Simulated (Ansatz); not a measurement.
AlB2-type HfB2 was calculated with BLYP in Ansatz (plane waves, PAW).

Settings: plane-wave cutoff 520 eV, 24×24×16 k mesh (along the axes of the cell as run), Fermi–Dirac smearing 0.05 eV, scalar-relativistic PAW data made under PBE.

Computed at the level's own relaxed cell.

### Question
What does this level give for the c axis length, pressure derivative B′ of the bulk modulus, bulk modulus B0 and lattice constant a?

### Answer

- c axis length = 3.554 Å
- pressure derivative B′ of the bulk modulus = 4.0
- bulk modulus B0 = 231 GPa
- lattice constant a = 3.158 Å

The run finds no gap.

Measured, for comparison: lattice parameter c 3.48 Å, lattice constant a 3.14 Å (temperature not stated, copied from a table, unchecked, no zero-point or thermal correction; as tabulated in Journal of Nuclear Materials 21, 14 (1967)); bulk modulus 282 GPa (room temperature, no zero-point or thermal correction, hydrostatic curve from radial diffraction; as tabulated in Experimental and computational studies of compression and deformation behavior …). Computed (rounded) less measured: lattice parameter c not scored (unchecked), bulk modulus -18 %, lattice constant a not scored (unchecked).

Note: the bulk modulus comes from volumes at which shape and atoms were relaxed.

Spin–orbit coupling is not included.

Computed values are for the static lattice.

Cost on a shared machine: very roughly 5 core-minutes.

Ansatz is an electronic-structure program.
